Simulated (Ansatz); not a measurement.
What Si interstitial (started 1.63 Å from the nearest host atom) does to TiSi2

Start from a 24-atom supercell of TiSi2 (space group Fddd, No. 70; a = 4.760 Å, b = 8.180 Å, c = 8.500 Å) at its relaxed geometry.

It is then changed as follows: a neutral Si interstitial (started 1.63 Å from the nearest host atom), atoms relaxed at fixed cell, starting from a slightly rattled geometry.

Level of theory: DFT with PBEsol, PAW potentials and a 420 eV plane-wave cutoff in Ansatz (a quantum-chemistry and plane-wave program), scalar-relativistic without spin-orbit coupling. Γ-centred 6×6×6 mesh, Fermi–Dirac width 0.05 eV.

```yaml
pressure: 8.8 GPa (base 0.0 GPa)
largest_displacement_of_a_host_atom_from_its_site_in_the_perfect_cell: 0.50 Å
final_site_of_the_added_atom: 4 Si at 2.17–2.22 Å and 5 Ti at 2.54–3.01 Å
```

Cost of the whole job for the changed cell (relaxation, final SCF and bands): around 80 core-minutes (rough).

The cell is small, so the values are those of an ordered compound at a high defect concentration; dilute-limit values will differ. The final runs are not spin-polarised. The defect cell is not spin-polarised.
